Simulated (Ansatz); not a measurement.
**Effect of x(K) = 0.333, 3 atoms, P-3m1 on Cs**

Consider Cs in the bcc (W type) structure (space group Im-3m, No. 229; a = 6.275 Å).

The other end (x = 1) is K in the bcc (W type) structure (space group Im-3m, No. 229): 76.71 Å³/atom, gap zero.

Perturbation: K replaces 33.3 % of the Cs, ordered in a cell of 3 atoms (starting symmetry P-3m1) and fully relaxed.

Computed with r2SCAN (Ansatz, a first-principles code), without spin-orbit coupling. Γ-centred 7×7×9 mesh, Fermi–Dirac width 0.05 eV, for the changed cell.

The density shrinks by 0.18 g/cm³ to 1.61 g/cm³ and the band gap stays zero. The mixing energy comes out as +0.01 eV/atom (to 0.01 eV only: unlike meshes or grids).

Final structure:

```yaml
crystal:
  lattice:
    - [8.38366, 0.00000, 0.00000]
    - [-4.19183, 7.26047, 0.00000]
    - [0.00000, 0.00000, 5.16940]
  atoms:
    - { symbol: K, position: [0.00000, 0.00000, 0.00000] }
    - { symbol: Cs, position: [0.33333, 0.66667, 0.66146] }
    - { symbol: Cs, position: [0.66667, 0.33333, 0.33854] }
```

These are small ordered cells, not random alloys; other orderings at the same x differ. No phonon test of stability was made. All final runs are without spin polarisation. An odd electron count without spin: Cs2K.
